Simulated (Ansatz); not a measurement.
**TaAs under a change: pressure 4.5 GPa**

Base system: TaAs (space group I4_1md, No. 109; a = 3.442 Å, c = 11.714 Å).

Now apply this change: cell and atoms relaxed at a pressure of 4.5 GPa.

All numbers come from r2SCAN (Ansatz, a first-principles code, PAW, scalar-relativistic without spin-orbit coupling), earlier PAW set. Settings: 19×19×19 k-points, 0.05 eV Fermi–Dirac smearing.

```csv
quantity,base,changed,shift
volume per atom,17.34 Å³,16.95 Å³,-0.39 Å³
density,12.25 g/cm³,12.54 g/cm³,+0.29 g/cm³
lattice parameter a,3.442 Å,3.420 Å,-0.022 Å
c/a ratio,3.404,3.391,-0.013
enthalpy H = E + PV relative to the base's energy,–,+0.48 eV/atom,–
band gap,zero,zero,–
```

Final structure:

```yaml
crystal:
  lattice:
    - [-1.70977, 1.70977, 5.79726]
    - [1.70977, -1.70977, 5.79726]
    - [1.70977, 1.70977, -5.79726]
  atoms:
    - { symbol: Ta, position: [0.99915, 0.99915, 0.00000] }
    - { symbol: Ta, position: [0.74915, 0.24915, 0.50000] }
    - { symbol: As, position: [0.41685, 0.41685, 0.00000] }
    - { symbol: As, position: [0.16685, 0.66685, 0.50000] }
```

Cost of the whole job for the changed cell (relaxation, final SCF and bands): around 19 core-minutes (rough).

With Ta present, leaving out spin-orbit coupling can change the band edges. Load acts through the strain it causes; cell and atoms are relaxed under it. No phonon test of stability was made. All final runs are without spin polarisation. The zero or small gap of TaAs can change with the level of theory.
